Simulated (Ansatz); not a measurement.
The starting structures come from a database of crystals and need not be the phases stable at ambient conditions.

Given:

```xyz
10
Lattice="5.3790 0.0000 0.0000 2.6895 5.0115 0.0000 2.6895 1.4434 4.4291" Properties=species:S:1:pos:R:3 pbc="T T T"
Zn     5.3790     5.0560     1.6187
Zn     5.3790     1.3989     2.8105
Sn     2.6895     2.9734     0.6642
Sn     8.0685     3.4815     3.7649
O      6.2238     3.8028     0.2214
O      4.5343     2.6521     4.2077
O      6.4434     4.8274     3.3655
O      4.3146     1.6275     1.0637
O      3.4699     4.3740     1.9743
O      7.2882     2.0809     2.4548
```

Space group of this cell: R-3. The cell is taken as given; by PBEsol its mean pressure is -6.9 GPa.

Method: PBEsol (plane waves, PAW; Ansatz, a first-principles code).

The current runs along the normal of the first two printed vectors; no spin-orbit coupling. Scaled by the factor s: both lengths across the current (ions clamped). The meshes follow the cell: 8×6×8 and 8×6 across at s = 0.98, 8×8×8 and 6×6 across at s = 1.00, 8×6×8 and 6×6 across at s = 1.02.

| s | mean pressure (GPa) | band gap (eV) |
|---|---|---|
| 0.98 | -0.3 | ? |
| 1.00 | -6.9 | 1.20 |
| 1.02 | -12.2 | 0.93 |

**Question.** Take the slope of the band gap against ln s from the two given rows, extrapolate to s = 0.98, and say what the run there gives.

**Answer.** Slope = (0.93 − 1.20) / ln 1.02 = -13.6 eV. The line gives 1.20 + (-13.6) × ln 0.98 = 1.48 eV. The run gives 1.45 eV, 0.03 eV under the line, 9 % of the predicted step.
